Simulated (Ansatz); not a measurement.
## SiRh (Pm-3m, No. 221, 2 atoms in the cell; start mp-10110)

Level of theory: PBEsol (Ansatz, a program for electronic structure, plane waves, PAW).

Run with plane-wave cutoff 500 eV, 14×14×14 k mesh, Fermi–Dirac smearing 0.05 eV, no spin polarisation, scalar-relativistic PAW data made under PBE.

Cell (relaxed at this level):

```yaml
crystal:
  lattice:
    - [2.94648, 0.00000, 0.00000]
    - [0.00000, 2.94648, 0.00000]
    - [0.00000, 0.00000, 2.94648]
  atoms:
    - { symbol: Si, position: [0.50000, 0.50000, 0.50000] }
    - { symbol: Rh, position: [0.00000, 0.00000, 0.00000] }
```

| Property | Value |
|---|---|
| band gap | none |

Note: the relaxation could not lower the start's symmetry, so the cell can be a saddle point above a distorted one.

Spin–orbit coupling is not included.

Cost on a shared machine: about 12 core-seconds (a rough figure).

A start named mp-… is a Materials Project structure, which need not be a measured phase.
